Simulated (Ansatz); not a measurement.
Worked example: self-consistent single point of InSb (F-43m, 2 atoms in the cell) in Ansatz (an electronic-structure program).

Computed with PBE (plane waves, PAW; Ansatz).

The change in words: lattice scaled by 0.98. Reference geometry:
```yaml
crystal:
  lattice:
    - [0.00000, 3.24000, 3.24000]
    - [3.24000, 0.00000, 3.24000]
    - [3.24000, 3.24000, 0.00000]
  atoms:
    - { symbol: In, position: [0.00000, 0.00000, 0.00000] }
    - { symbol: Sb, position: [0.25000, 0.25000, 0.25000] }
```

Reference input (self-consistent single point, DFT, PBE, plane waves, default PAW files): kpoints.mp_grid.grid = 6 6 6; hamiltonian.xc = pbe; hamiltonian.pseudopotentials = {kind: paw} (the program's default PAW files); scf.occupations.method = fermi_dirac; scf.occupations.width = 0.05 eV. This run's input differs from it in these lines:

```diff
@@ -3,5 +3,5 @@
   lattice:
-    - [0.000000, 3.240000, 3.240000]
-    - [3.240000, 0.000000, 3.240000]
-    - [3.240000, 3.240000, 0.000000]
+    - [0.000000, 3.175200, 3.175200]
+    - [3.175200, 0.000000, 3.175200]
+    - [3.175200, 3.175200, 0.000000]
   atoms:
```

Output, abridged:

```
SCF iter   1: F=—  HF=-12082.402150 eV  |F-HF|=—  |Δ(HF+E_count)|=         —  Δρ=1.65e-3  dr2=3.58e-3  ethr=1.77e-3  ⟨swp⟩=6.0  Hψ=1524  notcnv=0
all-band conjugate gradients solve this SCF's bands
preconditioner: auto → none
SCF iter   2: F=—  HF=-12082.399776 eV  |F-HF|=—  |Δ(HF+E_count)|=   2.37e-3  Δρ=7.78e-4  dr2=3.82e-4  ethr=1.28e-5  ⟨swp⟩=2.1  Hψ=678  notcnv=0
SCF iter   3: F=—  HF=-12082.399768 eV  |F-HF|=—  |Δ(HF+E_count)|=   8.06e-6  Δρ=2.08e-4  dr2=3.19e-5  ethr=1.36e-6  ⟨swp⟩=2.0  Hψ=433  notcnv=0
SCF iter   4: F=—  HF=-12082.399831 eV  |F-HF|=—  |Δ(HF+E_count)|=   6.30e-5  Δρ=8.38e-5  dr2=5.19e-6  ethr=1.14e-7  ⟨swp⟩=2.0  Hψ=353  notcnv=0
SCF iter   5: F=—  HF=-12082.399846 eV  |F-HF|=—  |Δ(HF+E_count)|=   1.48e-5  Δρ=1.42e-5  dr2=1.67e-7  ethr=1.86e-8  ⟨swp⟩=2.0  Hψ=353  notcnv=0
SCF iter   6: F=-12082.399846 eV  HF=-12082.399846 eV  |F-HF|=5.17e-9  |Δ(HF+E_count)|=   2.65e-7  Δρ=2.71e-6  dr2=4.19e-9  ethr=3.57e-10  ⟨swp⟩=6.8  Hψ=1389  notcnv=0
SCF 1 converged in 6 iterations: F = -12082.399846 eV  dr2 = 4.19e-9
Free energy (F): -12082.399846 eV
Internal energy: -12082.399118 eV  (E = F + TS)
E sigma→0 (E₀):  -12082.399482 eV
Entropy (-TS):   -0.000728 eV (-0.364 meV/atom)
Fermi energy:    8.302424 eV
--- Forces (eV/Å), atoms counted from 1 ---
  atom   1  In     0.00000000    -0.00000000    -0.00000000
  atom   2  Sb    -0.00000000     0.00000000    -0.00000000
--- Stress (GPa, compression-positive) ---
        6.664350       0.000000       0.000000
        0.000000       6.664350       0.000000
       -0.000000       0.000000       6.664350
  P = ⅓ Tr σ = 6.6643 GPa (66.643 kbar)
  The stress holds the Pulay correction. Without it, at fixed plane waves, as pw.x and ABINIT print it: P = 6.6270 GPa
```

The run converged in 6 iterations. Against the reference run the free energy rises by 60.4 meV/atom and the pressure goes from 3.18 to 6.66 GPa.

The starting cell has typed, rounded lattice constants, without a prior relaxation at this level. For this run, on top of that: lattice scaled by 0.98. With a pressure of about 7 GPa the cell is away from its equilibrium volume at this level. Ansatz's pressure includes its estimate of the finite-basis (Pulay) stress. A gap is left out here, as mesh or smearing make it unsure.

Keys are those of Ansatz 0.2.
